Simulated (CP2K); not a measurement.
CP2K run on LiVO3 (C2/m, 10 atoms in the cell): self-consistent single point.

Method of the run: vdW-DF-cx, GPW, DZVP-MOLOPT-SR-GTH basis, GTH-PBE potentials (GTH_POTENTIALS) run with CP2K.

```xyz
10
Lattice="6.5453 0.0000 0.0000 5.9170 2.7982 0.0000 -1.4246 -0.3199 5.8424" Properties=species:S:1:pos:R:3 pbc="T T T"
Li    -0.7123    -0.1599     2.9212
Li     0.0000     0.0000     0.0000
V      3.9196     0.8801     1.1154
V      7.1181     1.5983     4.7270
O      9.7781     2.1955     2.1963
O      1.2596     0.2828     3.6461
O      2.1274     0.4777     0.2548
O      8.9103     2.0007     5.5876
O      5.4594     1.2258     4.4622
O      5.5783     1.2525     1.3802
```

Reference input (self-consistent single point, DFT LDA (Pade form), GPW, DZVP-MOLOPT-SR-GTH basis, GTH-PADE potentials (GTH_POTENTIALS)): CUTOFF = 600 Ry; REL_CUTOFF = 40 Ry; KPOINTS/SCHEME = MONKHORST-PACK 5 5 3; XC_FUNCTIONAL = PADE; Li/BASIS_SET = DZVP-MOLOPT-SR-GTH-q3; Li/POTENTIAL = GTH-PADE-q3; V/BASIS_SET = DZVP-MOLOPT-SR-GTH-q13; V/POTENTIAL = GTH-PADE-q13; O/BASIS_SET = DZVP-MOLOPT-SR-GTH-q6; O/POTENTIAL = GTH-PADE-q6; METHOD = GPW; EPS_DEFAULT = 1e-10. This run's input differs from it in these lines:

```diff
@@ -39,4 +39,16 @@
     &XC
-      &XC_FUNCTIONAL PADE
+      &XC_FUNCTIONAL
+        &GGA_X_LV_RPW86
+        &END GGA_X_LV_RPW86
+        &PW92
+        &END PW92
       &END XC_FUNCTIONAL
+      &VDW_POTENTIAL
+        DISPERSION_FUNCTIONAL NON_LOCAL
+        &NON_LOCAL
+          TYPE DRSLL
+          KERNEL_FILE_NAME vdW_kernel_table.dat
+          CUTOFF 100
+        &END NON_LOCAL
+      &END VDW_POTENTIAL
     &END XC
@@ -78,3 +90,3 @@
       BASIS_SET DZVP-MOLOPT-SR-GTH-q3
-      POTENTIAL GTH-PADE-q3
+      POTENTIAL GTH-PBE-q3
     &END KIND
@@ -82,3 +94,3 @@
       BASIS_SET DZVP-MOLOPT-SR-GTH-q13
-      POTENTIAL GTH-PADE-q13
+      POTENTIAL GTH-PBE-q13
     &END KIND
@@ -86,3 +98,3 @@
       BASIS_SET DZVP-MOLOPT-SR-GTH-q6
-      POTENTIAL GTH-PADE-q6
+      POTENTIAL GTH-PBE-q6
     &END KIND
```

Output (repeated stretches shortened):

```
 SCF WAVEFUNCTION OPTIMIZATION

  Step     Update method      Time    Convergence         Total energy    Change
     1 NoMix/Diag. 0.30E+00      -     2.08114579      -255.2783569179 -2.55E+02
     2 Broy./Diag. 0.30E+00      -     0.42128625      -252.6474484041  2.63E+00
     3 Broy./Diag. 0.30E+00      -     0.06703567      -253.3923121384 -7.45E-01
     4 Broy./Diag. 0.30E+00      -     0.03424956      -254.1828110946 -7.90E-01
     5 Broy./Diag. 0.30E+00      -     0.04936926      -254.3245175427 -1.42E-01
     6 Broy./Diag. 0.30E+00      -     0.01646778      -254.9542890868 -6.30E-01
   [... 8 lines left out ...]
    15 Broy./Diag. 0.30E+00      -     0.00002745      -254.5549308034  2.62E-04
    16 Broy./Diag. 0.30E+00      -     0.00000357      -254.5545998970  3.31E-04
    17 Broy./Diag. 0.30E+00      -     0.00000679      -254.5546107836 -1.09E-05
    18 Broy./Diag. 0.30E+00      -     0.00000099      -254.5546143220 -3.54E-06
  *** SCF run converged in    18 steps ***

  Overlap energy of the core charge distribution:               0.00000000001910
  Self energy of the core charge distribution:               -516.11294708933997
  Core Hamiltonian energy:                                    137.28802282875048
  Hartree energy:                                             166.06332063973400
  Exchange-correlation energy:                                -42.27102834827070
  Dispersion energy:                                            0.47801764710862

  Total energy:                                              -254.55461432199843

                     Mulliken Population Analysis

 #  Atom  Element  Kind  Atomic population                           Net charge
       1     Li       1          2.319634                              0.680366
   [... lines left out ...]

 STRESS| Analytical stress tensor [bar]
 STRESS|                        x                   y                   z
 STRESS|      x       -3.32297378283E+04   1.74612601303E+03  -2.19176949887E+03
 STRESS|      y        1.74612601303E+03  -4.06143030571E+04  -4.92187313449E+02
 STRESS|      z       -2.19176949887E+03  -4.92187313449E+02  -2.04304706154E+04
 STRESS| 1/3 Trace                                            -3.14248371669E+04
```

The run converged in 18 iterations. Against the reference run the pressure goes from -10.01 to -3.14 GPa, the largest force goes from 0.888 to 0.285 eV/Å and the gap on the mesh goes from 1.847 to 1.902 eV.

The starting cell comes from a database of computed structures (which also holds hypothetical and non-ambient phases and stackings), without a prior relaxation at this level. Its lattice was rescaled by a random factor within 2.5 % of one. Values carry the incompleteness of an atom-centred basis. The potentials were made for another functional than the one used. With a pressure of about -3 GPa the cell is away from its equilibrium volume at this level.

Cost on one core of a shared machine: roughly 4 min.
